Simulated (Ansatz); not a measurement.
**K2Se under a change: isotropic strain +3.00 %**

Start from K2Se in the anti-fluorite structure (space group Fm-3m, No. 225; a = 7.6097 Å).

Now apply this change: every lattice vector is stretched by 3.00 %; the atoms relax in the strained cell.

Level of theory: PBEsol/PAW in Ansatz (an electronic-structure program), no spin-orbit coupling. Γ-centred 8×8×8 mesh, Fermi–Dirac width 0.05 eV.

- Volume per atom: 40.13 Å³ (base 36.72 Å³)
- Space group: Fm-3m (No. 225) (base Fm-3m (No. 225))
- Shortest interatomic distance: 3.394 Å (base 3.295 Å)
- Energy relative to the base (free energy F): +14 meV/atom
- Pressure: -1.26 GPa (base 0.01 GPa)
- Band gap: 1.93 eV (base 2.11 eV)
- Gap character: indirect, U → Γ (base indirect, X → Γ)
- Smallest direct gap: 2.02 eV (base 2.27 eV)
- Width of the top valence band: 0.09 eV (base 0.16 eV)
- Electron mass: 0.32 mₑ (at Γ) (base 0.31 mₑ (at Γ))
- Valley order (the lowest conduction-band minima on the path, energy above the VBM, named in the base's zone): Γ 1.93 eV; X along ⟨100⟩ 3.27 eV (base Γ 2.11 eV; X along ⟨100⟩ 3.29 eV)

Masses are band curvatures over ±0.01 Å⁻¹ around the edge. Whether these cells are dynamically stable was not tested.
